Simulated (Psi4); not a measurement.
Psi4 1.11, PBE0/def2-svp, scf_type pk: Si(Br)(Me)(Vi)(NH2) (C=C[Si](C)(N)Br), 14 atoms. The geometry is a generated start, not checked to be a minimum at this level.

```yaml
task: energy
method: pbe0
basis: def2-svp
scf_type: pk
guess: auto, which took SAD (default)
diis_max_vecs: 10 (default)
scf_initial_accelerator: adiis (default)
e_convergence: 1e-06 (default)
d_convergence: 1e-06 (default)
dft_radial_points: 75 (default)
dft_spherical_points: 302 (default)
basis_functions: 146
grid_points: 297792
```

On 4 threads. Build: conda-forge: OpenMP (LLVM), MKL, Libint2. Each setting ran once; only counts and results are compared.

Values of memory tried: 8 GB, 4 GB, 2 GB, 1 GB, 0.5 GB, 0.3 GB.

### Question
Which of these memory settings still run, and by which path?

### Answer
It runs down to 0.3 GB, the lowest tried, with the same result. At 8 GB: SCF: PK in core. From 1 GB down: SCF: PK on disk.

```
memory             path  peak memory
------  ---------------  -----------
8 GB    SCF: PK in core      2.0 GiB
4 GB    SCF: PK in core      1.5 GiB
2 GB    SCF: PK in core      1.4 GiB
1 GB    SCF: PK on disk      1.0 GiB
0.5 GB  SCF: PK on disk     0.70 GiB
0.3 GB  SCF: PK on disk     0.57 GiB
```

Peak memory is the kernel's count for the largest process, libraries included and scratch files not. The peak passes the setting at 1 GB, 0.5 GB, 0.3 GB: it is no hard cap.
